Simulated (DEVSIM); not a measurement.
Structure: Co/Si3N4/SiO2/p-Si capacitor, at 300 K.

Layer 1 from the left is Si3N4, thickness (nm) 3.60. Layer 2 from the left is SiO2, thickness (nm) 0.960. Layer 3 from the left is Si, thickness (nm) 840, Na (cm⁻³) 4.7e17.

Metal gate on the left, work function 5 eV. Fixed charge at the semiconductor interface 8.1e11 cm⁻² (in units of +e); no interface traps.

This is a model device: material constants are rounded textbook-type values typed into the input, and sizes, dopings and lifetimes were drawn at random. Values at 300 K.

Si3N4: gap (eV) 5.1, affinity (eV) 2.1, permittivity 7.5. SiO2: gap (eV) 9, affinity (eV) 0.9, permittivity 3.9. Si: gap (eV) 1.124, affinity (eV) 4.05, permittivity 11.7, Nc (cm⁻³) 2.86e19, Nv (cm⁻³) 3.1e19.

Estimate by hand the flat-band voltage, the threshold voltage, and compare with a numerical solution.


- Flat-band voltage: C = 1.22 μF/cm², work-function difference -0.066 V; VFB = φms − qNf/C = -0.17 V; numerical -0.17 V.
- Threshold voltage: φF = 0.455 V, depletion charge √(4εqNφF) = 3.77e-7 C/cm²; VT = VFB + 2φF + Qd/C = 1.05 V; numerical 1.05 V.

Model (solved in DEVSIM): 1D Poisson equation in equilibrium, Boltzmann statistics, complete ionisation; no quantum confinement or tunnelling. Metal contacts follow the ideal Schottky-Mott rule: no Fermi-level pinning, no interface dipoles.
